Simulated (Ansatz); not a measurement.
# Mg3Sb2: holes 7.0×10^21 cm⁻³

Take Mg₃Sb₂ (space group P-3m1, No. 164; a = 4.551 Å, c = 7.181 Å) as the base.

Perturbation: 0.901 holes added to each cell, a density of 7.0×10^21 cm⁻³, with a uniform compensating background at fixed cell and a 300 K Fermi–Dirac width.

Computed with Ansatz (a quantum-chemistry and plane-wave program), PBEsol, PAW, cutoff 420 eV, spin-orbit coupling left out. Γ-centred 12×12×7 mesh, Fermi–Dirac width 0.0259 eV.

```tsv
quantity	base	changed	shift
gap between the host's bands	0.15 eV	0.28 eV	+0.13 eV
gap character	indirect, Γ → k = (0, 0.417, 0.286) in the run's primitive reciprocal basis	indirect, Γ → k = (0, 0.417, 0.286) in the run's primitive reciprocal basis	–
Fermi level relative to the doped band's edge (positive inside the band; to 0.05 eV)	–	+0.85 eV	–
```

Final structure:

```
Mg3Sb2
1.0
    4.55082     0.00000     0.00000
   -2.27541     3.94112     0.00000
    0.00000     0.00000     7.18056
Sb Mg
2 3
Direct
  0.33333   0.66667   0.21635
  0.66667   0.33333   0.78365
  0.00000   0.00000   0.00000
  0.33333   0.66667   0.63370
  0.66667   0.33333   0.36630
```
Cell charge +0.9015.

Carriers are added with a uniform compensating background; total energy and stress of such cells depend on the potential's zero and are not compared; many-body gap narrowing is missing at this level. With Sb present, leaving out spin-orbit coupling can change the band edges. Stability against distortions was not tested. The zero or small gap of Mg3Sb2 can change with the level of theory.
